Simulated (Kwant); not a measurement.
System: wire with a row of barriers in a ZnO two-dimensional gas. Effective mass 0.3 mₑ, grid spacing 2.5 nm, hard walls, nominal width 60 nm (23 grid rows, so walls 60 nm apart), one parabolic valley, scattering region 250 nm long along x; energies count from the band bottom; Fermi energy swept from 0.00027854 to 0.0033077 eV. 4 barrier(s) across the wire, height 0.021 eV, thickness 5 nm (about 2 grid columns), spaced by 20 nm.

Constants are typed, rounded textbook-type inputs, not results; the design itself was drawn at random and stands for no fabricated device.

Computed with Kwant: effective-mass tight-binding model on a square grid, one spin, coherent transport at 0 K. Conductance is in e²/h.

**Question.** How many channels do the leads carry at E = 1.88 meV?

**Answer.** The hard-wall thresholds are n² ħ²π²/(2mW²) = n² × 0.348 meV with W = 60 nm. √(1.88/0.348) = 2.32, so 2.
